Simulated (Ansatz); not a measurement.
A zone-centre phonon calculation of TlHg (R-3m, 2 atoms in the cell) with Ansatz (a first-principles code).

Level of theory: LDA (PW92), default PAW files made with PBE (plane waves; Ansatz).

```
CELL_PARAMETERS angstrom
      1.72902     0.99825     5.38722
     -1.72902     0.99825     5.38722
      0.00000    -1.99650     5.38722
ATOMIC_POSITIONS crystal
  Tl 0.50000 0.50000 0.50000
  Hg 0.00000 0.00000 0.00000
```

Reference input (self-consistent single point, DFT, LDA (PW92), plane waves, default PAW files made with PBE): basis.ecutwfc = 30.9 Ry; kpoints.mp_grid.grid = 11 11 11; hamiltonian.xc = lda; hamiltonian.pseudopotentials = {kind: paw} (the program's default PAW files); scf.occupations.method = fermi_dirac; scf.occupations.width = 0.0073 Ry. This run's input differs from it in these lines:

```diff
@@ -17,6 +17,5 @@
   occupations: { method: fermi_dirac, width: 0.0073 Ry }
-output:
-  forces: true
-  eigenvalues: true
-  stress: true
+  convergence: { dr2_threshold: 1.0e-09 eV }
+phonons:
+  method: dfpt
```

Output (repeated stretches shortened):

```
SCF iter   1: F=—  HF=-24668.942677 eV  |F-HF|=—  |Δ(HF+E_count)|=         —  Δρ=4.66e-3  dr2=1.38e-2  ethr=1.77e-3  ⟨swp⟩=5.8  Hψ=32567  notcnv=0
all-band conjugate gradients solve this SCF's bands
preconditioner: auto → Kerker (q_TF=auto, 2.500 Å⁻¹)
SCF iter   2: F=—  HF=-24668.939387 eV  |F-HF|=—  |Δ(HF+E_count)|=   3.29e-3  Δρ=2.06e-3  dr2=2.81e-3  ethr=4.19e-5  ⟨swp⟩=2.6  Hψ=15067  notcnv=0
   [... lines left out ...]
SCF iter   7: F=—  HF=-24668.938277 eV  |F-HF|=—  |Δ(HF+E_count)|=   1.55e-8  Δρ=2.22e-6  dr2=3.23e-9  ethr=2.43e-10  ⟨swp⟩=2.0  Hψ=10304  notcnv=0
SCF iter   8: F=-24668.938277 eV  HF=-24668.938277 eV  |F-HF|=3.27e-11  |Δ(HF+E_count)|=  5.31e-10  Δρ=4.01e-7  dr2=1.17e-10  ethr=3.03e-12  ⟨swp⟩=6.3  Hψ=37843  notcnv=0
the search or the solves at the SCF's close seem to have found levels that the self-consistency loop had missed (the run counts 2) …
SCF 1 converged in 8 iterations: F = -24668.938277 eV  dr2 = 1.17e-10
DFPT response loops at Γ: preconditioner auto → Kerker (q_TF=auto, 2.500 Å⁻¹) (partly filled bands, converged f_vac=0.000) …
Free energy (F): -24668.938277 eV
Internal energy: -24668.907618 eV  (E = F + TS)
E sigma→0 (E₀):  -24668.922947 eV
Entropy (-TS):   -0.030659 eV (-15.329 meV/atom)
Fermi energy:    11.119728 eV
--- Phonons (Γ-DFPT): 4 representative perturbations + reference, on 366 of 1331 k-points (Σ response iterations 20) ---
  k mesh reduced under 2 symmetry operations, with k and −k counted as one. Each operation leaves every solved perturbation unchanged …
  ASR residual: 2.371e-4 → 0.000e0 eV/Å²; symmetrization residual: 5.533e-7 eV/Å²
  ASR residual per site (eV/Å²): 1.00e-4 2.37e-4
  Γ frequencies (cm⁻¹): 0.00 0.00 0.00 12.54 12.54 64.39
  non-analytic LO–TO correction: not included (Born effective charges unavailable; polar crystals: no LO–TO splitting at Γ)
```

The run converged in 8 iterations. 

Summary of the result:
```
Property                                                               Result
--------------------------------------------------------  -------------------
Free energy E − TS (on the zero of these files)                -24668.9383 eV
Fermi level (on the code's own zero)                                 11.12 eV
Zone-centre frequencies (cm⁻¹; negative means imaginary)  0, 0, 0, 13, 13, 64
```

The starting cell comes from a database of computed structures (which also holds hypothetical and non-ambient phases and stackings), without a prior relaxation at this level. Its lattice was rescaled by up to half a per cent.

Cost on one core of a shared machine: roughly 5 min.

Keys are those of Ansatz 0.2.
